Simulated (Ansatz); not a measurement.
**Bi₂Se₃ in the Bi2Te3 type structure (space group R-3m, No. 166)**

```
Bi2Se3
1.0
    2.07220     1.19638     9.48183
   -2.07220     1.19638     9.48183
    0.00000    -2.39277     9.48183
Bi Se
2 3
Direct
  0.40088   0.40088   0.40088
  0.59912   0.59912   0.59912
  0.00000   0.00000   0.00000
  0.21052   0.21052   0.21052
  0.78948   0.78948   0.78948
```

Calculations: DFT with PBE-D3(BJ), PAW potentials and a 420 eV plane-wave cutoff in Ansatz (a first-principles code), spin-orbit coupling left out, earlier PAW set. Settings: 9×9×9 k-points, 0.05 eV Fermi–Dirac smearing.

```yaml
volume_per_atom: 28.21 Å³
density: 7.71 g/cm³
band_gap: 0.16 eV, direct at Γ
electron_mass: 0.095 mₑ
hole_mass: 0.096 mₑ along c, 0.13 mₑ across
total_energy: -8241.924 eV/atom (σ→0; compares only within this code and set-up)
```

Spin-orbit coupling, missing from the scalar runs, can matter with Bi. Masses are band curvatures over ±0.01 Å⁻¹ around the edge. No phonon test of stability was made. A zero or small gap of Bi2Se3 can be the functional's error rather than a property of the material.
